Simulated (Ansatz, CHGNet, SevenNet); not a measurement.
# TaAs (I4₁md, No. 109, 4 atoms in the cell; start mp-1936): properties by level of theory

| level (code) | lattice constant a (Å) | c axis length (Å) |
|---|---|---|
| CHGNet-r²SCAN | 3.406 | 12.096 |
| SevenNet-0 | 3.487 | 11.634 |
| LDA (Ansatz) | 3.405 | 11.507 |
| r²SCAN (Ansatz) | 3.442 | 11.714 |
| HSE06 (Ansatz) | 3.433 | 11.666 |

Caveats: exact exchange on metals is sensitive to the k mesh and can open a false gap (HSE06); the relaxation could not lower the start's symmetry, so the cell can be a saddle point above a distorted one (CHGNet-r²SCAN, SevenNet-0, LDA, r²SCAN, HSE06). Ansatz's density-functional and Hartree–Fock values are scalar-relativistic unless marked +SOC, with PAW data made under PBE.

Static lattice: no zero-point or thermal effects.

A start named mp-… is a Materials Project structure, which need not be a measured phase.

Ansatz is a first-principles code.
